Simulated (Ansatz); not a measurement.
Base system: TaN in the rock salt structure (space group Fm-3m, No. 225; a = 4.3746 Å).

Level of theory: PBEsol, PAW, 420 eV (Ansatz, a first-principles code; no SOC), earlier PAW set.

One change was made to it. Results:

The density falls by 0.043 g/cm³ to 15.42 g/cm³; the shortest interatomic distance rises by 0.002 Å to 2.189 Å.

Task: Which of these changes matches the shifts?
A) pressure −2 GPa
B) pressure −1 GPa
C) pressure 4.5 GPa

Result: B, pressure −1 GPa. For comparison, the density in the other runs: pressure −2 GPa gives 15.38 g/cm³; pressure 4.5 GPa gives 15.66 g/cm³.

Load acts through the strain it causes; cell and atoms are relaxed under it. No phonon test of stability was made. The final runs are not spin-polarised. This is not the structure that TaN has at room temperature and ambient pressure.
